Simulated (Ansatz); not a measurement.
MgS under load (space group Fm-3m), r2SCAN with spin-orbit coupling, rigid bands (Ansatz, a quantum-chemistry and plane-wave program). Condition of this run: hydrostatic pressure 2 GPa (the target of the relaxation). Band gap 3.48 eV, N_c = 1.76e19 cm⁻³ and N_v = 8.50e19 cm⁻³ at 300 K, conductivity masses of 0.367 mₑ (electrons) and 1.19 mₑ (holes). Take k_BT = 0.02585 eV.

Q: Find the intrinsic carrier density and the intrinsic Fermi level.

A: n_i = √(N_c N_v) exp(−E_g/2k_BT) = 3.87e19 × exp(−67.31) = 2.3e-10 cm⁻³. The level lies (k_BT/2) ln(N_v/N_c) = 20 meV from mid-gap (positive towards the conduction band). Each 0.1 eV added to the gap lowers n_i by a factor of 6.9.

Q: What thermal injection velocity √(2k_BT/πm) limits a ballistic channel?

A: 8.88e6 cm/s for electrons and 4.93e6 cm/s for holes, a ratio of √(m_h/m_e) = 1.80, for dilute carriers.

Q: A film of it is 5 nm thick. Estimate the confinement energies in an infinite well.

A: ħ²π²/(2m t²) = 0.376 eV·nm²/(m/mₑ × t²) gives 41.0 meV for electrons and 12.6 meV for holes, so the gap would widen to about 3.53 eV. Finite barriers and nonparabolic bands lower this, and with several valleys or bands the heaviest mass along the normal sets the lowest level, not this average.

Rigid bands with the computed gap; masses take one relaxation time for all states.
